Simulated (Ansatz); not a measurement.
The parent structure is BN in the h-BN type structure (space group P6_3/mmc, No. 194; a = 2.500 Å, c = 6.413 Å; layered, stacked along the Cartesian z axis).

Structures relaxed with Ansatz (an electronic-structure program) PBEsol-D3(BJ), scalar-relativistic without spin-orbit coupling, earlier PAW set.

Base:

Simulated powder pattern, Co Kα, λ = 1.79026 Å (kinematic, ideal powder, no thermal factors, no anomalous dispersion; the 10 strongest lines at most, above 2 %, up to 2θ = 90°):

```
2θ (°)  I/Imax (%)    hkl
------  ----------  -----
32.42          100  (002)
48.85           18  (100)
51.75          5.6  (101)
59.85           16  (102)
67.88          6.7  (004)
88.02          4.5  (104)
```

After one change:

Simulated powder pattern, Co Kα, λ = 1.79026 Å (kinematic, ideal powder, no thermal factors, no anomalous dispersion; the 10 strongest lines at most, above 2 %, up to 2θ = 90°):

```tsv
2θ (°)	I/Imax (%)
35.24	100
49.01	23
52.40	7.0
61.79	19
74.52	6.4
```

Problem. Which of these changes matches the shifts?
A. pressure 1.8 GPa
B. pressure −1 GPa
C. pressure 9 GPa
D. pressure 4.2 GPa

Solution. D, pressure 4.2 GPa. Its volume per atom is 7.95 Å³ against 8.68 Å³, and its space group is P6_3/mmc (No. 194).

Load acts through the strain it causes; cell and atoms are relaxed under it. No phonon test of stability was made. Competing high-pressure phases were not computed.
